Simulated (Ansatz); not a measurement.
Consider HfN in the rock salt structure (space group Fm-3m, No. 225; a = 4.5255 Å). Axes: x, y, z lie along the cube axes.

Level of theory: plane-wave PAW DFT at the r2SCAN level (Ansatz, a first-principles code, 500 eV), no spin-orbit coupling.

Now apply this change: a free-standing slab of 4 layers (8 atoms, 2 a layer) is cut normal to the z axis, with 15 Å of vacuum and the in-plane cell held at bulk.

Q: How does this affect the excess energy per area of both faces?

A: The excess energy per area of both faces (slab less bulk energy over the cell's area: twice a surface energy) comes out as 3.4 J/m² (uncertain by up to 0.1 J/m²).

Q: What happens to the change of the spacing d12 from its bulk value of 2.263 Å?

A: The change of the spacing d12 from its bulk value of 2.263 Å comes out as -1.9 %.

Slab and bulk use different k-meshes, which limits the precision of the excess energy. Whether these cells are dynamically stable was not tested. All final runs are without spin polarisation. An odd electron count without spin: HfN.
